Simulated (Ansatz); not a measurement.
By PBEsol, the system below comes out a metal.

A figure of merit of an interconnect metal is its ballistic conductance per area.

Consider the following.

```yaml
crystal:
  lattice:
    - [3.92271, 0.00000, 0.00000]
    - [1.96136, 3.74920, 0.00000]
    - [1.96136, -0.34202, 1.07950]
  atoms:
    - { symbol: Be, position: [0.91667, 0.75000, 0.75000] }
    - { symbol: Be, position: [0.08333, 0.25000, 0.25000] }
```

Space group of this cell: P6_3/mmc, hcp (Mg type). The cell is taken as given; by PBEsol its mean pressure is -1.6 GPa.

The current flows along the normal of the first two printed cell vectors, the (111) plane of the conventional cell. No spin-orbit coupling; the value is a mean over 0.1 eV about the Fermi level.

**Question.** Compute, with PBEsol in Ansatz (a program for electronic structure), the ballistic conductance per area.

**Answer.** 0.43 × 10¹⁵ S/m² for both spins.
